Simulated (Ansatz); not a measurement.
## CdS, response to strain

Take CdS in the zinc blende structure (space group F-43m, No. 216; a = 5.878 Å) as the base.

Strains are applied to the cell and any free atomic positions relax.

Level of theory: r2SCAN (Ansatz, a first-principles code; PAW; 500 eV plane waves; no SOC).

Notes on the quantities. hole mass: degenerate bands, along [100].

```tsv
change	volume per atom	hole mass	band gap
base	25.38 Å³	0.16, 0.78, 0.78 mₑ (at Γ)	1.54 eV
isotropic strain +0.50 %	25.76 Å³	___	1.51 eV
isotropic strain +1.00 %	26.15 Å³	___	1.47 eV
isotropic strain +1.50 %	26.54 Å³	0.16, 0.84, 0.84 mₑ (at Γ)	___
isotropic strain +2.00 %	26.94 Å³	___	1.40 eV
isotropic strain +2.50 %	27.33 Å³	0.15, 0.88, 0.88 mₑ (at Γ)	1.37 eV
isotropic strain +3.00 %	27.74 Å³	0.15, 0.89, 0.89 mₑ (at Γ)	1.33 eV
```

Question: Fill in the withheld entries from the trend.

Answer: 
- isotropic strain +0.50 %, hole mass: 0.16, 0.79, 0.79 mₑ (at Γ)
- isotropic strain +1.00 %, hole mass: 0.16, 0.82, 0.82 mₑ (at Γ)
- isotropic strain +1.50 %, band gap: 1.44 eV
- isotropic strain +2.00 %, hole mass: 0.16, 0.86, 0.86 mₑ (at Γ)

Masses are band curvatures over ±0.01 Å⁻¹ around the edge. No phonon test of stability was made.
